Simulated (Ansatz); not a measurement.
Structures of equal composition on the (111)B surface of zinc-blende AlAs (As plane on top): 2x2 Mg adatom at H3; 2x2 Mg adatom at T4. The slabs share one bottom face, and each structure is named by its start. These are constructed structures in small cells; real faces may alloy, dewet or reconstruct in larger ones, and not all known structures of the face are among them. Slabs of about 14 Å with all that they carry, Fermi-Dirac smearing of 0.025 eV. Bottom of the slabs: H caps. Relaxed from the named starts with such symmetry as they have, on meshes of like density; energies extrapolated to zero smearing; no spin-orbit coupling, no U. Spin-polarised runs, if any, are marked in brackets, and their order is one that fits the cell; the others ran without spin. Where a second, spin-polarised start was run, the lower counts.

Host crystal: zinc-blende AlAs, with a band gap (PBE, scalar-relativistic without spin-orbit coupling).

The numbers are results of PBE (plane waves to 420 eV, PAW; Ansatz, a quantum-chemistry and plane-wave program), not measurements.

Q: Rank these by energy per 1x1 cell (lowest first), as PBE gives it.

A: 2x2 Mg adatom at H3 (0.000 eV [spin, 1.0 μB a cell], gap 0.30 eV on the mesh), 2x2 Mg adatom at T4 (0.092 eV [spin, 1.0 μB a cell], a narrow gap of 0.14 eV by band count)
